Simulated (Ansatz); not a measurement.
Worked example: relaxation of the atoms of K3VSe4 (Fmm2, 8 atoms in the cell) in Ansatz (an electronic-structure program).

Computed with LDA (PW92), default PAW files made with PBE (plane waves; Ansatz).

The change in words: one atom moved by 0.15 angstrom; relax: default → atoms; relax.f_tol: default → 0.05 eV/Å. Reference geometry:
```
CELL_PARAMETERS angstrom
     -3.52137     3.52137     6.52099
      3.52137    -3.52137     6.52099
      3.52137     3.52137    -6.52099
ATOMIC_POSITIONS crystal
  K  0.50000 0.50000 0.00000
  K  0.75000 0.25000 0.50000
  K  0.25000 0.75000 0.50000
  V  0.00000 0.00000 0.00000
  Se 0.28921 0.90979 0.00000
  Se 0.09021 0.09021 0.37942
  Se 0.90979 0.28921 0.00000
  Se 0.71079 0.71079 0.62058
```

Reference input (self-consistent single point, DFT, LDA (PW92), plane waves, default PAW files made with PBE): basis.ecutwfc = 420 eV; kpoints.mp_grid.grid = 3 3 3; hamiltonian.xc = lda; hamiltonian.pseudopotentials = {kind: paw} (the program's default PAW files); scf.occupations.method = fermi_dirac; scf.occupations.width = 0.05 eV. This run's input differs from it in these lines:

```diff
@@ -7,3 +7,3 @@
   atoms:
-    - { symbol: K, position: [0.500000, 0.500000, 0.000000] }
+    - { symbol: K, position: [0.511501, 0.511501, 0.000000] }
     - { symbol: K, position: [0.750000, 0.250000, 0.500000] }
@@ -28,2 +28,4 @@
     width: 0.05
+relax:
+  f_tol: 0.05
 output:
```

Output, abridged:

```
   [... SCF lines of the steps left out ...]
relax step   1: F+E_penalty+E_count = -28889.15245059 eV  Δ(F+E_penalty+E_count) = +0.000e0 eV  max|allowed force component| = 2.259e-1 eV/Å  Δτ_max = 0.0000 Å  (6 SCF iters, dr2 threshold 6.25e-5 eV, accepted)
relax step   2: F+E_penalty+E_count = -28889.17392246 eV  Δ(F+E_penalty+E_count) = -2.147e-2 eV  max|allowed force component| = 5.583e-2 eV/Å  Δτ_max = 0.0597 Å  (7 SCF iters, dr2 threshold 3.19e-6 eV, accepted)
relax step   3: F+E_penalty+E_count = -28889.17597606 eV  Δ(F+E_penalty+E_count) = -2.054e-3 eV  max|allowed force component| = 2.742e-2 eV/Å  Δτ_max = 0.0406 Å  (7 SCF iters, accepted)
the relaxation is at rest under the 4 symmetry operations that the run kept from its start: a minimum is not shown …
Free energy (F): -28889.175976 eV
Internal energy: -28889.175975 eV  (E = F + TS)
E sigma→0 (E₀):  -28889.175976 eV
Entropy (-TS):   -0.000001 eV (-0.000 meV/atom)
Fermi energy:    2.887989 eV
--- Forces (eV/Å), atoms counted from 1 ---
  atom   1  K     -0.00000000    -0.00000000    -0.02317063
  atom   2  K      0.00000000     0.00000000    -0.00635030
  atom   3  K     -0.00000000     0.00000000    -0.00635030
  atom   4  V      0.00000000    -0.00000000     0.02742070
  atom   5  Se     0.00845105    -0.00845105     0.00791609
  atom   6  Se     0.02187779     0.02187779    -0.00367819
   [... lines left out ...]
    - { symbol: V, position: [0.0009993196192005474, 0.0009993196192005476, 3.6206321659762237e-19] }
    - { symbol: Se, position: [0.2875014295334658, 0.9115179349086789, 0.0] }
    - { symbol: Se, position: [0.08951593534306722, 0.08951593534306722, 0.37458342683816687] }
    - { symbol: Se, position: [0.9115179349086789, 0.2875014295334658, 0.0] }
    - { symbol: Se, position: [0.7149325085049003, 0.7149325085049003, 0.6254165731618331] }
```

The run converged. 

Summary of the result:
| Property | Value |
|---|---|
| Free energy E − TS (on the zero of these files) | -28889.1760 eV |
| Gap on the k-point mesh | 1.39 eV |
| Pressure | -1.50 GPa |
| Largest force (vector length) | 0.031 eV/Å |
| Relaxation steps | 3 |

The starting cell comes from a database of computed structures (which also holds hypothetical and non-ambient phases and stackings), without a prior relaxation at this level. Its lattice was rescaled by up to half a per cent. For this run, on top of that: one atom moved by 0.15 angstrom. The relaxation keeps the symmetry of its start, so its end need not be a minimum. Ansatz's pressure includes its estimate of the finite-basis (Pulay) stress.

Cost on one core of a shared machine: roughly 50 s.

Keys are those of Ansatz 0.2.
